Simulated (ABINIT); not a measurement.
ABINIT 10.0.3, DFT, PBE, plane waves, PseudoDojo 0.5 standard norm-conserving PBE (local tails restored to the Coulomb form): 3C-SiC (Si4C4), 8 atoms. Basis and mesh were picked for this test and aren't claimed converged.

```text
pseudos "Si.upf, C.upf"
acell 3*1.0 Angstrom
rprim
   4.3600000000    0.0000000000    0.0000000000
   0.0000000000    4.3600000000    0.0000000000
   0.0000000000    0.0000000000    4.3600000000
natom 8
ntypat 2
znucl 14 6
typat
1 1 1 1 2 2 2 2
xred
   0.0000000000    0.0000000000    0.0000000000
   0.0000000000    0.5000000000    0.5000000000
   0.5000000000    0.0000000000    0.5000000000
   0.5000000000    0.5000000000    0.0000000000
   0.2500000000    0.2500000000    0.2500000000
   0.2500000000    0.7500000000    0.7500000000
   0.7500000000    0.2500000000    0.7500000000
   0.7500000000    0.7500000000    0.2500000000
ecut 41.0
nband 24
ngkpt 6 6 6
nshiftk 1
shiftk 0 0 0
nstep 100
tolvrs 1e-09
chkprim 0
chksymtnons 0
chksymbreak 0
occopt 1
diemac 12
prtwf 0
prtden 0
prteig 0
prtebands 0
timopt -2
paral_kgb 1
np_spkpt 1
npband 24
npfft 2
bandpp 1
wfoptalg 14
```

```bash
OMP_NUM_THREADS=1 mpirun -np 48 abinit run.abi
```

The program reports k-points after symmetry: 20, bands: 24, symmetry operations: 96.

Hardware: AMD EPYC (Zen 5), 96 cores on 1 socket, no SMT, 12 L3 cache groups; 94 cores' worth of CPU time may be used.

On 48 ranks this takes 4.9 s. Each time is the median wall time of two to five repeats, run one at a time on the otherwise empty machine; start-up is included. Unless noted, each process is bound to its own block of adjacent cores. Build: conda-forge: MPICH, OpenBLAS, FFTW3, no OpenMP, no ScaLAPACK. Other compilers and libraries give other times. Scratch files lie in a memory file system.

Q: What should be changed to get the same answer (within 1.0 meV/atom in energy, 0.050 GPa in pressure) sooner? Keep to 48 cores.

A: Several could match; the one computed here: going from np_spkpt = 1, npband = 24 to np_spkpt = 3, npband = 8, one of the fastest of the measured ones that keep the result.

```diff
-np_spkpt 1
-npband 24
+np_spkpt 3
+npband 8
```

Time: 4.9 s to 3.2 s (1.5× as fast). The largest move is in solving the bands at each k-point (vtowfk): 3.2 s to 1.5 s. What the program resolved moves too: npband from 24 to 8. These two results differ by: energy under 0.001 meV/atom, pressure equal as printed. Others tried: np_spkpt = 4, npband = 4, npfft = 3, bandpp = 1, wfoptalg = 14 (3.0 s); np_spkpt = 2, npband = 6, npfft = 4, bandpp = 1, wfoptalg = 14 (3.1 s); np_spkpt = 8, npband = 3, npfft = 2, bandpp = 1, wfoptalg = 14 (3.4 s); np_spkpt = 12, npband = 2, npfft = 2, bandpp = 1, wfoptalg = 14 (3.5 s); np_spkpt = 6, npband = 8, bandpp = 1 (3.5 s); np_spkpt = 1, npband = 6, npfft = 8, bandpp = 1, wfoptalg = 14 (3.7 s); np_spkpt = 12, npband = 4 (3.7 s); np_spkpt = 6, npband = 1, npfft = 8, bandpp = 1, wfoptalg = 14 (3.8 s); np_spkpt = 2, npband = 24, bandpp = 1 (3.9 s).
